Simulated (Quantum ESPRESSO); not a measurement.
Quantum ESPRESSO run on LiPb (Pm-3m, 2 atoms in the cell): self-consistent single point.

Level of theory: Wu-Cohen GGA, PseudoDojo standard norm-conserving (PBE) pseudopotentials (plane waves; Quantum ESPRESSO).

```
LiPb
1.0
    3.55792     0.00000     0.00000
    0.00000     3.55792     0.00000
    0.00000     0.00000     3.55792
Pb Li
1 1
Direct
  0.00000   0.00000   0.00000
  0.50000   0.50000   0.50000
```

Reference input (self-consistent single point, DFT, LDA (PW92), plane waves, PseudoDojo standard norm-conserving (LDA) pseudopotentials): ecutwfc = 75 Ry; occupations = smearing; smearing = marzari-vanderbilt; degauss = 0.0147 Ry; potentials = {Pb: Pb.upf, Li: Li.upf}; K_POINTS = automatic 8 8 8 0 0 0; conv_thr = 1e-11 Ry; mixing_beta = 0.5. This run's input differs from it in these lines:

```diff
@@ -16,2 +16,3 @@
     degauss = 0.0147
+    input_dft = 'wc'
 /
```

Its files differ too (potentials: PseudoDojo standard norm-conserving (PBE)).

The program printed (abridged):

```
     Self-consistent Calculation

     iteration #  1     ecut=    75.00 Ry     beta= 0.50

     Threshold (ethr) on eigenvalues was too large:
     Diagonalizing with lowered threshold

     total energy              =    -154.01392957 Ry
     estimated scf accuracy    <       0.01182256 Ry

     iteration #  2     ecut=    75.00 Ry     beta= 0.50

     total energy              =    -154.01592914 Ry
     estimated scf accuracy    <       0.00036777 Ry

     iteration #  3     ecut=    75.00 Ry     beta= 0.50

     total energy              =    -154.01599741 Ry
     estimated scf accuracy    <       0.00005217 Ry

   [... 5 blocks of this kind left out ...]

     iteration #  9     ecut=    75.00 Ry     beta= 0.50

     total energy              =    -154.01600137 Ry
     estimated scf accuracy    <          2.0E-11 Ry

     iteration # 10     ecut=    75.00 Ry     beta= 0.50
     End of self-consistent calculation

     the Fermi energy is     8.1364 ev

!    total energy              =    -154.01600137 Ry
     estimated scf accuracy    <          2.2E-12 Ry
     smearing contrib. (-TS)   =      -0.00036064 Ry
     internal energy E=F+TS    =    -154.01564073 Ry

     convergence has been achieved in  10 iterations

     Forces acting on atoms (cartesian axes, Ry/au):

     atom    1 type  1   force =     0.00000000    0.00000000    0.00000000
     atom    2 type  2   force =     0.00000000    0.00000000    0.00000000

     Total force =     0.000000     Total SCF correction =     0.000000

          total   stress  (Ry/bohr**3)                   (kbar)     P=      -10.48
  -0.00007126   0.00000000   0.00000000          -10.48        0.00        0.00
   0.00000000  -0.00007126   0.00000000            0.00      -10.48        0.00
   0.00000000   0.00000000  -0.00007126            0.00        0.00      -10.48

   JOB DONE.
```

The run converged in 10 iterations. Against the reference run the pressure goes from -2.71 to -1.05 GPa.

The starting cell comes from a database of published, mostly measured structures (it also holds non-ambient and calculated ones), without a prior relaxation at this level. Its lattice was rescaled by a random factor within 2.5 % of one.
